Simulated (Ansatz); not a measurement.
**What uniaxial stress, 5 GPa tension along x does to TiN**

Start from TiN in the rock salt structure (space group Fm-3m, No. 225; a = 4.233 Å; relaxed with 0.1 eV smearing). Axes: x, y, z lie along the cube axes.

Perturbation: uniaxial stress, 5 GPa tension along x; all other stress components relax to zero.

Calculations: Ansatz (a first-principles code), r2SCAN, PAW, cutoff 500 eV, without spin-orbit coupling. k-mesh 23×23×23 (Γ-centred); smearing 0.1 eV (Fermi–Dirac).

| quantity | base | changed | shift |
|---|---|---|---|
| space group | Fm-3m (No. 225) | I4/mmm (No. 139) | – |
| shortest interatomic distance | 2.117 Å | 2.113 Å | -0.0034 Å |
| energy relative to the base (free energy F) | 0 meV/atom | +1.4 meV/atom | +1.4 meV/atom |
| band gap | zero | zero | – |
| strain response (xx, yy, zz) | – | (+0.93, −0.16, −0.16) % | – |
| secant Young's modulus along x | – | 540 GPa | – |
| mean lateral Poisson ratio | – | 0.17 | – |

Cost of the whole job for the changed cell (relaxation, final SCF and bands): roughly 5 core-minutes.

Stability under load was not tested beyond the relaxation. The final runs are not spin-polarised. An odd electron count without spin: TiN.
